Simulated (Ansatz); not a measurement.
An Ansatz (an electronic-structure program) run: KF with a change (tensor shear ε_xy = +0.29 %); Ansatz PBEsol, no spin-orbit coupling.

Input:

Ansatz 0.2 input:
```yaml
crystal:
  lattice:
    - [0.007694821, 2.6533865384, 2.6533865384]
    - [2.6533865384, 0.007694821, 2.6533865384]
    - [2.6610813594, 2.6610813594, 0]
  atoms:
    - { symbol: K, position: [0, 0, 0] }
    - { symbol: F, position: [0.5, 0.5, 0.5] }
basis: { ecutwfc: 420, ecutrho_ratio: 4, xc_grid: 2, fft_grid_basis: typed }
kpoints: { mp_grid: { grid: [11, 11, 11] } }
hamiltonian:
  xc: pbesol
  dispersion: none
  pseudopotentials: { kind: paw }
scf: { occupations: { method: fermi_dirac, width: 0.05 }, convergence: { dr2_threshold: 0.0000000002 } }
relax: { f_tol: 0.005, max_steps: 50 }
output: { forces: true, stress: true }
checkpoint: { write: state.ck, write_every: 1000 }
```

Output:

```
Relaxation: its limit of steps is 50 (relax.max_steps)
WARN ansatz: RAYON_NUM_THREADS=1 ignored (pool sized by the plan → 1); use --threads N
Pseudopotentials: kind: paw
Pseudopotential: K, paw, valence charge 9
Pseudopotential: F, paw, valence charge 7
Functional definition: PBEsol
Crystal: 2 atoms, lattice volume = 37.362 Å³
Basis set: ecut = 420 eV, 725 PW (Γ), exchange–correlation on 54×54×54 points (8 copies of the dense FFT grid, shifted against one another)
Bands: 12, of which v1, the nominal top of the filled ones, is band 8 counted from 1 (7 counted from 0)
Symmetry: 8 space group operations
Space group: Immm (ITA 71), of the structure as read, at distance tolerance 3.3e-5 Å
k-points: 216 of 1331
PAW frozen core: K, regenerated for the run's functional, and the local potential with it
PAW frozen core: F, regenerated for the run's functional, and the local potential with it
Initial density: superposition of atomic densities (neutral atoms: chi_scale 0, normalization atom), corrected by the library's trained network
Initial wavefunctions: pseudopotential atomic-orbital guess
Eigensolver: davidson
Functional: x = pbesol(κ = 0.804, μ = 0.12345679012345678), c = pbesol(β = 0.046)
SCF iter   1: F=—  HF=-2319.113633 eV  |F-HF|=—  |Δ(HF+E_count)|=         —  Δρ=9.95e-3  dr2=2.42e-2  ethr=1.77e-3  ⟨swp⟩=6.0  Hψ=16811  notcnv=0
all-band conjugate gradients solve this SCF's bands
preconditioner: auto → none
SCF iter   2: F=—  HF=-2319.107357 eV  |F-HF|=—  |Δ(HF+E_count)|=   6.28e-3  Δρ=5.30e-3  dr2=6.22e-3  ethr=1.52e-4  ⟨swp⟩=2.0  Hψ=6688  notcnv=0
SCF iter   3: F=—  HF=-2319.105612 eV  |F-HF|=—  |Δ(HF+E_count)|=   1.75e-3  Δρ=7.98e-4  dr2=1.47e-4  ethr=3.89e-5  ⟨swp⟩=2.0  Hψ=4770  notcnv=0
SCF iter   4: F=—  HF=-2319.105620 eV  |F-HF|=—  |Δ(HF+E_count)|=   8.44e-6  Δρ=2.46e-4  dr2=6.64e-6  ethr=9.21e-7  ⟨swp⟩=3.0  Hψ=4194  notcnv=0
SCF iter   5: F=—  HF=-2319.105624 eV  |F-HF|=—  |Δ(HF+E_count)|=   4.16e-6  Δρ=4.89e-5  dr2=6.68e-7  ethr=4.15e-8  ⟨swp⟩=2.0  Hψ=4104  notcnv=0
SCF iter   6: F=—  HF=-2319.105624 eV  |F-HF|=—  |Δ(HF+E_count)|=   4.90e-8  Δρ=4.74e-6  dr2=6.96e-9  ethr=4.17e-9  ⟨swp⟩=2.0  Hψ=3240  notcnv=0
SCF iter   7: F=-2319.105624 eV  HF=-2319.105624 eV  |F-HF|=9.41e-11  |Δ(HF+E_count)|=   1.49e-8  Δρ=2.43e-7  dr2=2.28e-11  ethr=1.25e-12  ⟨swp⟩=3.0  Hψ=11007  notcnv=0
SCF 1 converged in 7 iterations: F = -2319.105624 eV  dr2 = 2.28e-11
relax step   1: F+E_penalty+E_count = -2319.10562415 eV  Δ(F+E_penalty+E_count) = +0.000e0 eV  max|allowed force component| = 7.889e-31 eV/Å  Δτ_max = 0.0000 Å  (7 SCF iters, accepted)
the relaxation is at rest under the 8 symmetry operations that the run kept from its start: a minimum is not shown …
SCF converged after 7 iterations
Free energy (F): -2319.105624 eV
Harris-Foulkes:  -2319.105624 eV  (|F-HF|=9.41e-11)
Internal energy: -2319.105624 eV  (E = F + TS)
E sigma→0 (E₀):  -2319.105624 eV
Fermi energy:    4.706480 eV
--- Per-component energies (eV) ---
  E_band       = -122.937200
  E_kinetic    = 461.298318
  E_local      = -1098.709026  (includes V_loc(G=0)·N_el)
  E_nonlocal   = 87.235334
  E_hartree    = 394.396952
  E_xc         = -213.274238
  E_vxc        = -266.599782  (∫ρ·V_xc dr)
  E_paw        = -955.263407  (= ΣΔE_a)
  E_vpaw       = -94.958086  (= ΣTr[D̂ρ^β])
  E_aug_tail   = 0.002034  (compensation charges beyond the density's cutoff)
  E_ewald      = -994.941918
  E_core_change = 0.150328  (= ΣΔE_core)
  E_smearing   = -0.000000  (= −TS)
  E_closure    = 0.000000  (closes the sum)
  Σ components = -2319.105624   (vs F -2319.105624, Δ=0.00e0)
  [band-id]    e_kinetic+e_local+e_nonlocal+2·e_hartree+e_vxc+e_vpaw+e_augmentation_tail = -122.937304   (vs E_band -122.937200, Δ=-1.04e-4)
--- Forces (eV/Å), atoms counted from 1 ---
  atom   1  K      0.00000000     0.00000000     0.00000000
  atom   2  F      0.00000000     0.00000000     0.00000000
  max |Σ_I F_I| component: 1.58e-30 eV/Å
--- Stress (GPa, compression-positive) ---
       -0.007800      -0.078892       0.000000
       -0.078892      -0.007800       0.000000
        0.000000       0.000000      -0.008333
  P = ⅓ Tr σ = -0.0080 GPa (-0.080 kbar)
  The stress holds the Pulay correction. Without it, at fixed plane waves, as pw.x and ABINIT print it: P = -0.3539 GPa
  The stress includes an estimate of the error left by incomplete SCF convergence (largest component 0.0001 GPa).
--- Band table ---
  band table: none
--- Relaxed structure (1 steps of the walk, 1 accepted, 0 SCFs on fresh bases) ---
  F+E_penalty+E_count = -2319.10562415 eV   max|allowed force component| = 7.889e-31 eV/Å
  atoms:
    - { symbol: K, position: [0.0, 0.0, 0.0] }
    - { symbol: F, position: [0.5000000000000001, 0.5000000000000001, 0.5000000000000001] }
```

The cells carry an imposed strain or load. Whether these cells are dynamically stable was not tested. The cell was made from KF in the rock salt structure (space group Fm-3m, No. 225) by this change: tensor shear ε_xy = +0.29 %.
